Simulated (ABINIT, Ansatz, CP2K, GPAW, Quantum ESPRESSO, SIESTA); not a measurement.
# Code comparison for Si2Ni (Fm-3m, 3 atoms in the cell)

Self-consistent single point.

```
CELL_PARAMETERS angstrom
      0.00000     2.68481     2.68481
      2.68481     0.00000     2.68481
      2.68481     2.68481     0.00000
ATOMIC_POSITIONS crystal
  Si 0.25000 0.25000 0.25000
  Si 0.75000 0.75000 0.75000
  Ni 0.00000 0.00000 0.00000
```

All programs got the same cell, k-point mesh and kind of occupations (in Ansatz's words: kpoints.mp_grid.grid = 9 9 9; scf.occupations.method = gaussian; scf.occupations.width = 0.272 eV); potentials, basis and cutoffs are each program's usual ones.

| code | model | pressure (GPa) | k-points | cutoff |
|---|---|---|---|---|
| Quantum ESPRESSO | PBE, PSlibrary PAW (PBE) pseudopotentials | 6.66 | 35 | 50 Ry |
| CP2K | PBE, GPW, DZVP-MOLOPT-SR-GTH basis, GTH-PBE potentials (GTH_POTENTIALS) | 7.16 | 365 | grid 600 Ry |
| Ansatz | PBE, default PAW files | 6.94 | 35 | default |
| SIESTA | GGA PBE, numerical atomic orbitals DZP, PseudoDojo PBE standard norm-conserving potentials (rewritten from UPF to PSML) | 5.68 | 365 | grid 350 Ry |
| GPAW | PBE, GPAW PAW datasets PBE (gpaw-data 1.0.1) | 8.35 | 35 | 850 eV |
| ABINIT | PBE, norm-conserving pseudopotentials (PseudoDojo nc-sr-05 PBE standard) | 7.05 | 35 | 98 Ry |

The spread over the programs that give each value: pressure within 2.67 GPa.

The starting cell comes from a database of computed structures (which also holds hypothetical and non-ambient phases and stackings), without a prior relaxation at this level. Its lattice was rescaled by a random factor within 2.5 % of one. On Ansatz's run: Spin polarisation is off. In the base run, with a pressure of about 7 GPa the cell is away from its equilibrium volume at this level.

Task: Why do the programs differ, and what cannot be compared?

Result: Differences of this kind can come from the potentials, where these differ, and from what each basis and cutoff leave unconverged. The valence holds different numbers of electrons (Quantum ESPRESSO 18, CP2K 26, Ansatz (a quantum-chemistry and plane-wave program) 26, SIESTA 26, GPAW 24, ABINIT 26). The zero of total energies and Fermi levels follows the potentials and each program's conventions, so they are not compared here. CP2K and SIESTA use small atom-centred bases, whose incompleteness enters pressures, forces and empty levels differently from a plane-wave cutoff. Ansatz's pressure is given at a fixed set of plane waves, as the other plane-wave codes print theirs; with its correction for the finite basis it is 6.99 GPa. The programs reduce the same mesh by symmetry to different extents, which changes the work and not the result. In the pressure, SIESTA (by 1.32) and GPAW (by 1.35) lie more than 1 GPa from the median of the plane-wave programs.

Left out of this page: Elk and FLEUR (not drawn, or without a comparable value).

Keys are those of Ansatz 0.2.
